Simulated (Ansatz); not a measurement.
Results of LDA (PAW; Ansatz, a program for electronic structure) for Ti₂Bi₂O₇ (model structure, started from the pyrochlore type, Fd-3m, No. 227, 22 atoms in the cell).

Settings: plane-wave cutoff 520 eV, 6×6×6 k mesh, Fermi–Dirac smearing 0.01 eV, no spin polarisation, scalar-relativistic PAW data made under PBE.

Cell (relaxed with PBEsol):

```cif
data_Bi4O14Ti4
_chemical_formula_sum 'Bi4 Ti4 O14'
_space_group_name_H-M_alt 'P 1'
_space_group_IT_number 1
_cell_length_a 7.27684
_cell_length_b 7.27684
_cell_length_c 7.27684
_cell_angle_alpha 60.000
_cell_angle_beta 60.000
_cell_angle_gamma 60.000
loop_
_space_group_symop_operation_xyz
  'x, y, z'
loop_
_atom_site_label
_atom_site_type_symbol
_atom_site_fract_x
_atom_site_fract_y
_atom_site_fract_z
_atom_site_occupancy
Bi1 Bi 0.12500 0.12500 0.12500 1
Bi2 Bi 0.12500 0.12500 0.62500 1
Bi3 Bi 0.12500 0.62500 0.12500 1
Bi4 Bi 0.62500 0.12500 0.12500 1
Ti1 Ti 0.62500 0.62500 0.62500 1
Ti2 Ti 0.62500 0.62500 0.12500 1
Ti3 Ti 0.62500 0.12500 0.62500 1
Ti4 Ti 0.12500 0.62500 0.62500 1
O1 O 0.55118 0.94882 0.94882 1
O2 O 0.94882 0.55118 0.55118 1
O3 O 0.94882 0.55118 0.94882 1
O4 O 0.55118 0.94882 0.55118 1
O5 O 0.94882 0.94882 0.55118 1
O6 O 0.55118 0.55118 0.94882 1
O7 O 0.69882 0.30118 0.69882 1
O8 O 0.30118 0.69882 0.30118 1
O9 O 0.30118 0.69882 0.69882 1
O10 O 0.69882 0.30118 0.30118 1
O11 O 0.30118 0.30118 0.69882 1
O12 O 0.69882 0.69882 0.30118 1
O13 O 0.00000 0.00000 0.00000 1
O14 O 0.25000 0.25000 0.25000 1
```

**Question.** Predict the band gap, smallest direct gap on the k points sampled and direct gap at Γ.

**Answer.** 
band gap: 2.63 eV
smallest direct gap on the k points sampled: 2.64 eV
direct gap at Γ: 3.14 eV

Note: the relaxation could raise the start's symmetry but not lower it, so the cell can be a saddle point; cell and atoms aren't relaxed at this level (largest force component 0.06 eV/Å, pressure -5.0 GPa).

Spin–orbit coupling is not included; with these elements it can move the gap by several tenths of an eV or more.

Computed values are for the static lattice.

A model structure was made by putting elements into a prototype or built by hand; it is no filed structure, need not be a known phase, and can be a saddle point held by its symmetry.
